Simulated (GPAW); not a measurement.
Band structure of MgSe (F-43m, 2 atoms in the cell).

```
MgSe
1.0
    0.00000     2.96893     2.96893
    2.96893     0.00000     2.96893
    2.96893     2.96893     0.00000
Mg Se
1 1
Direct
  0.00000   0.00000   0.00000
  0.25000   0.25000   0.25000
```

Level of theory: PBEsol, GPAW PAW datasets PBEsol (made by gpaw-setup) (plane waves; GPAW).

Settings: mode = pw; ecut = 800 eV; xc = PBEsol; kpts = 7 7 7; mesh shift (steps) = 0 0 0; occupations.name = fermi-dirac; occupations.width = 0.02 eV; nbands = -6; convergence.bands = -4; symmetry.symmorphic = false; symmetry.tolerance = 0.0005; maxiter = 150; bandpath_npoints = 40.

The starting cell comes from a database of computed structures (which also holds hypothetical and non-ambient phases and stackings), without a prior relaxation at this level.

Predict the gap along the standard path and the places of the band edges.

The gap along the path is 2.53 eV, direct at Γ to within 0.01 eV.

Levels in eV from the top of the valence band on the SCF mesh, bands 5 to 12:
```csv
point,5,6,7,8,9,10,11,12
Γ,-11.63,0.00,0.00,0.00,2.53,7.08,7.08,7.08
X,-10.88,-2.97,-1.12,-1.12,3.29,4.83,10.64,11.21
W,-10.87,-2.50,-1.92,-1.43,5.08,7.15,7.46,7.61
K,-10.89,-2.66,-1.97,-0.89,4.18,6.33,9.03,9.40
L,-11.06,-3.25,-0.37,-0.37,4.15,6.87,6.87,8.03
U,-10.89,-2.66,-1.97,-0.89,4.18,6.33,9.03,9.40
```
